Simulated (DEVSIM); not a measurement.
System: Ru/SiO2/p-GaSb capacitor, at 250 K.

Layer 1 from the left is SiO2, thickness (nm) 4.60. Layer 2 from the left is GaSb, thickness (nm) 5700, Na (cm⁻³) 1.1e16.

Metal gate on the left, work function 4.7 eV. Fixed charge at the semiconductor interface -3.2e10 cm⁻² (in units of +e); no interface traps.

The device is made up for the run: typed textbook-type constants, with dimensions and the other settings drawn at random. Values at 300 K; Nc and Nv go as T^1.5, mobilities as T to minus their exponent, the gap by Varshni's rule with the affinity fixed.

SiO2: gap (eV) 9, affinity (eV) 0.9, permittivity 3.9. GaSb: gap (eV) 0.726, affinity (eV) 4.06, permittivity 15.7, Nc (cm⁻³) 2.1e17, Nv (cm⁻³) 1.8e19, Varshni α (eV/K) 0.00042, Varshni β (K) 140.

Problem. Estimate by hand the flat-band voltage, the threshold voltage, and compare with a numerical solution.

Solution. 
- Flat-band voltage: C = 0.751 μF/cm², work-function difference 0.049 V; VFB = φms − qNf/C = 0.06 V; numerical 0.06 V.
- Threshold voltage: φF = 0.267 V, depletion charge √(4εqNφF) = 5.11e-8 C/cm²; VT = VFB + 2φF + Qd/C = 0.66 V; numerical 0.66 V.

Model (solved in DEVSIM): 1D Poisson equation in equilibrium, Boltzmann statistics, complete ionisation; no quantum confinement or tunnelling. Metal contacts follow the ideal Schottky-Mott rule: no Fermi-level pinning, no interface dipoles.
